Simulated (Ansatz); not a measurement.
Consider KMgF₃ in the cubic perovskite structure (space group Pm-3m, No. 221; a = 4.054 Å).

Computed with PBE (Ansatz, an electronic-structure program, PAW, no spin-orbit coupling).

Strains are applied to the cell and any free atomic positions relax.

One change was made to it. Results:

```json
[
 {"quantity": "pressure", "base": "0.01 GPa", "after": "4.08 GPa"},
 {"quantity": "energy relative to the base (free energy F)", "base": "0 meV/atom", "after": "+8.6 meV/atom"},
 {"quantity": "mean gap deformation potential ΔEg/Δln V", "base": "–", "after": "-7.4 eV"}
]
```

Q: Which change produced these results?
A) isotropic strain −0.60 %
B) isotropic strain −3.00 %
C) isotropic strain −1.20 %
D) isotropic strain −1.80 %
E) isotropic strain −2.40 %

A: D, isotropic strain −1.80 %. For comparison, the energy relative to the base in the other runs: isotropic strain −2.40 % gives +16 meV/atom; isotropic strain −0.60 % gives +0.9 meV/atom; isotropic strain −3.00 % gives +25 meV/atom; isotropic strain −1.20 % gives +3.7 meV/atom.

Whether these cells are dynamically stable was not tested.
